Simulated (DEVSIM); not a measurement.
Structure: illuminated Si p-on-n cell, one wavelength, with a back-surface field, at 300 K.

Layer 1 from the left is Si, thickness (μm) 0.790, Na (cm⁻³) 6.9e17, τn (s) 1.5e-8, τp (s) 4.4e-8, absorption coefficient (cm⁻¹) 440. Layer 2 from the left is Si, thickness (μm) 290, Nd (cm⁻³) 1e15, τn (s) 4.6e-7, τp (s) 4.6e-7, absorption coefficient (cm⁻¹) 440. Layer 3 from the left is Si, thickness (μm) 1.10, Nd (cm⁻³) 4.6e18, τn (s) 4.6e-7, τp (s) 4.6e-7, absorption coefficient (cm⁻¹) 440.

Left contact: ohmic, minority electron recombination velocity 50000 cm/s. Right contact: ohmic, minority hole recombination velocity 10 cm/s. Voltage is applied to the left contact. Recombination: SRH at mid-gap, radiative, Auger. Light enters at the left, 2.9e18 photons cm⁻² s⁻¹, one pass, no reflection. Mobility is constant in doping.

Constants are typed, rounded textbook-type inputs, not results; the design itself was drawn at random and stands for no fabricated device. Values at 300 K.

Si: gap (eV) 1.124, affinity (eV) 4.05, permittivity 11.7, Nc (cm⁻³) 2.86e19, Nv (cm⁻³) 3.1e19, μn (cm²/Vs) 1417, μp (cm²/Vs) 470, B (cm³/s) 4.7e-15, Cn (cm⁶/s) 2.8e-31, Cp (cm⁶/s) 9.9e-32.

Simulated with DEVSIM: 1D drift-diffusion, Boltzmann statistics, complete ionisation; no tunnelling, impact ionisation, image-force lowering or self-heating.

Question: What does the simulation give for the potential step across the device at zero bias, the dark forward voltage at 1 A/cm², the open-circuit voltage?

Answer: potential step across the device at zero bias 0.978 V; dark forward voltage at 1 A/cm² 0.722 V; open-circuit voltage 0.567 V.
